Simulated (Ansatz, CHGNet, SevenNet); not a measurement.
# HfN (model structure, started from the NbAs type, I4₁md, No. 109, 4 atoms in the cell): properties by level of theory

| level (code) | equilibrium lattice constant a (Å) | lattice parameter c (Å) |
|---|---|---|
| CHGNet 0.3.0 | 2.965 | 10.873 |
| CHGNet-r²SCAN | 2.956 | 10.946 |
| SevenNet-0 | 2.977 | (withheld) |
| SevenNet-l3i5 | (withheld) | (withheld) |
| r²SCAN+rVV10 (Ansatz) | 2.966 | (withheld) |

What belongs in the gaps?


- SevenNet-0, lattice parameter c (Å): 10.807
- SevenNet-l3i5, equilibrium lattice constant a (Å): 2.985
- SevenNet-l3i5, lattice parameter c (Å): 10.933
- r²SCAN+rVV10 (Ansatz, an electronic-structure program), lattice parameter c (Å): 10.765

Ansatz's density-functional and Hartree–Fock values are scalar-relativistic unless marked +SOC, with PAW data made under PBE.

Static lattice: no zero-point or thermal effects.

A model structure was made by putting elements into a prototype or built by hand; it is no filed structure, need not be a known phase, and can be a saddle point held by its symmetry.
